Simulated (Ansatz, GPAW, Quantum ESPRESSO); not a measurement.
# InP (F-43m, 2 atoms in the cell) computed with different codes at matched settings

Zone-centre phonon calculation.

```
CELL_PARAMETERS angstrom
      0.00000     3.01072     3.01072
      3.01072     0.00000     3.01072
      3.01072     3.01072     0.00000
ATOMIC_POSITIONS crystal
  In 0.00000 0.00000 0.00000
  P  0.25000 0.25000 0.25000
```

Shared settings, as Ansatz (an electronic-structure program) writes them: kpoints.mp_grid.grid = 5 5 5; scf.occupations.method = fermi_dirac; scf.occupations.width = 0.0007 Ry. Potentials and cutoffs stand in the table.

```csv
code,model,"highest zone-centre frequency, without LO-TO term (cm⁻¹)",cutoff
Ansatz,"PBE, default PAW files",273,default
GPAW,"PBE, GPAW PAW datasets PBE (gpaw-data 1.0.1)",273,550 eV
Quantum ESPRESSO,"PBE, PSlibrary PAW (PBE) pseudopotentials",274,50 Ry
```

The spread over the programs that give each value: highest zone-centre frequency, without LO-TO term within 1.0 cm⁻¹.

The starting cell comes from a database of computed structures (which also holds hypothetical and non-ambient phases and stackings), without a prior relaxation at this level. Its lattice was rescaled by a random factor within 2.5 % of one.

Keys are those of Ansatz 0.2.
